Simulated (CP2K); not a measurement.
A self-consistent single point of PbSe (Fm-3m, 2 atoms in the cell) with CP2K.

Method of the run: LDA (Pade form), GPW, DZVP-MOLOPT-SR-GTH basis, GTH-PADE potentials (GTH_POTENTIALS) (CP2K 2026.2).

```yaml
crystal:
  lattice:
    - [4.32749, 0.00000, 0.00000]
    - [2.16375, 3.74772, 0.00000]
    - [2.16375, 1.24924, 3.53338]
  atoms:
    - { symbol: Pb, position: [0.00000, 0.00000, 0.00000] }
    - { symbol: Se, position: [0.50000, 0.50000, 0.50000] }
```

Reference input (self-consistent single point, DFT PBE, GPW, DZVP-MOLOPT-SR-GTH basis, GTH-PBE potentials (GTH_POTENTIALS)): CUTOFF = 400 Ry; REL_CUTOFF = 40 Ry; SMEAR/METHOD = FERMI_DIRAC; ELECTRONIC_TEMPERATURE = 116.05 K; KPOINTS/SCHEME = MONKHORST-PACK 6 6 6; GAMMA_CENTERED = T; XC_FUNCTIONAL = PBE; Pb/BASIS_SET = DZVP-MOLOPT-SR-GTH-q4; Pb/POTENTIAL = GTH-PBE-q4; Se/BASIS_SET = DZVP-MOLOPT-SR-GTH-q6; Se/POTENTIAL = GTH-PBE-q6; METHOD = GPW. This run's input differs from it in these lines:

```diff
@@ -44,3 +44,3 @@
     &XC
-      &XC_FUNCTIONAL PBE
+      &XC_FUNCTIONAL PADE
       &END XC_FUNCTIONAL
@@ -75,3 +75,3 @@
       BASIS_SET DZVP-MOLOPT-SR-GTH-q4
-      POTENTIAL GTH-PBE-q4
+      POTENTIAL GTH-PADE-q4
     &END KIND
@@ -79,3 +79,3 @@
       BASIS_SET DZVP-MOLOPT-SR-GTH-q6
-      POTENTIAL GTH-PBE-q6
+      POTENTIAL GTH-PADE-q6
     &END KIND
```

Output (repeated stretches shortened):

```
 SCF WAVEFUNCTION OPTIMIZATION

  Step     Update method      Time    Convergence         Total energy    Change
     1 NoMix/Diag. 0.30E+00      -     0.38855097       -13.1709223884 -1.32E+01
     2 Broy./Diag. 0.30E+00      -     0.02657509       -13.0294438091  1.41E-01
     3 Broy./Diag. 0.30E+00      -     0.10007705       -13.0987616621 -6.93E-02
     4 Broy./Diag. 0.30E+00      -     0.00747170       -13.2139580325 -1.15E-01
     5 Broy./Diag. 0.30E+00      -     0.00456618       -13.1861554033  2.78E-02
     6 Broy./Diag. 0.30E+00      -     0.00101479       -13.1783111354  7.84E-03
   [... 3 lines left out ...]
    10 Broy./Diag. 0.30E+00      -     0.00002563       -13.1729289354 -2.64E-04
    11 Broy./Diag. 0.30E+00      -     0.00000796       -13.1728981268  3.08E-05
    12 Broy./Diag. 0.30E+00      -     0.00000507       -13.1728748413  2.33E-05
    13 Broy./Diag. 0.30E+00      -     0.00000042       -13.1728635428  1.13E-05
  *** SCF run converged in    13 steps ***

  Overlap energy of the core charge distribution:               0.00000000001292
  Self energy of the core charge distribution:                -27.22191227120158
  Core Hamiltonian energy:                                      5.77494826896945
  Hartree energy:                                              11.31270881069359
  Exchange-correlation energy:                                 -3.03860833006711
  Electronic entropic energy:                                  -0.00000002124580
  Fermi energy:                                                 0.13570176205294

  Total energy:                                               -13.17286354283764
  Total energy (extrapolated to T->0):                        -13.17286353221474

   [... lines left out ...]

 STRESS| Analytical stress tensor [bar]
 STRESS|                        x                   y                   z
 STRESS|      x       -3.01995045514E+04  -7.16529144879E-03  -5.05979858815E-03
 STRESS|      y       -7.16529144879E-03  -3.01993712818E+04  -4.71999299096E-04
 STRESS|      z       -5.05979858815E-03  -4.71999299096E-04  -3.01994579452E+04
 STRESS| 1/3 Trace                                            -3.01994445928E+04
```

The run converged in 13 iterations. Against the reference run the pressure goes from 2.28 to -3.02 GPa and the gap on the mesh goes from 0.320 to 0.190 eV.

The starting cell has typed, rounded lattice constants, without a prior relaxation at this level. Spin-orbit coupling is off. Values carry the incompleteness of an atom-centred basis. With a pressure of about -3 GPa the cell is away from its equilibrium volume at this level.
